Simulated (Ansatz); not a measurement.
Density of states of BeS (F-43m) below the valence band maximum, PBEsol, rigid bands in Ansatz (a quantum-chemistry and plane-wave program); cell volume 28.3 Å³.

| energy from edge (eV) | 10⁻³ states/eV/cell |
|---|---|
| 0.006 | 52.5 |
| 0.031 | 116 |
| 0.056 | 154 |
| 0.081 | 185 |
| 0.106 | 213 |
| 0.131 | 237 |
| 0.156 | 259 |
| 0.181 | 282 |
| 0.206 | 302 |
| 0.231 | 322 |
| 0.256 | 341 |
| 0.281 | 361 |
| 0.319 | 389 |
| 0.344 | 406 |
| 0.369 | 424 |
| 0.394 | 445 |
| 0.419 | 463 |
| 0.444 | 481 |
| 0.469 | 499 |
| 0.494 | 522 |
| 0.519 | 541 |
| 0.544 | 556 |
| 0.569 | 578 |
| 0.594 | 596 |

### Question
What effective density of states at 300 K does this give (∫ g(E) exp(−E/k_BT) dE, both spins, divided by the cell's size)?

### Answer
8.7e19 cm⁻³, a density-of-states mass of 2.3 mₑ, valleys and band degeneracy included.

Spin-orbit coupling is left out; where it splits the top of the valence band, N_v and the p-type Seebeck coefficient come out somewhat high without it. Geometry: cell and atoms relaxed with PBEsol.
